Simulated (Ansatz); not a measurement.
Consider Ti$_{3}$Al (space group P6_3/mmc, No. 194; a = 5.7471 Å, c = 4.6315 Å). Axes: x lies along a and z along c of the hexagonal cell.

Calculations: plane-wave PAW DFT at the r2SCAN level (Ansatz, a first-principles code, 500 eV), no SOC.

For the base:

Pressure: 0.0 GPa
Shortest interatomic distance: 2.813 Å
Band gap: zero

Modification: biaxial strain +3.09 %, plane normal [001], relaxed out of plane (Cartesian); in-plane vectors clamped, the third vector and the atoms free.

Problem. What does the calculation give for the pressure after the change?

Solution. The pressure (mean of the normal stresses, compression positive) goes from zero to -4.5 GPa.

Problem. Estimate the effect on the energy relative to the base.

Solution. The energy increases by 23 meV/atom.

Problem. Estimate the effect on the shortest interatomic distance.

Solution. The shortest interatomic distance grows by 0.012 Å, from 2.813 Å to 2.825 Å.

Problem. Predict the new band gap.

Solution. The band gap stays zero.

Whether these cells are dynamically stable was not tested. All final runs are without spin polarisation.
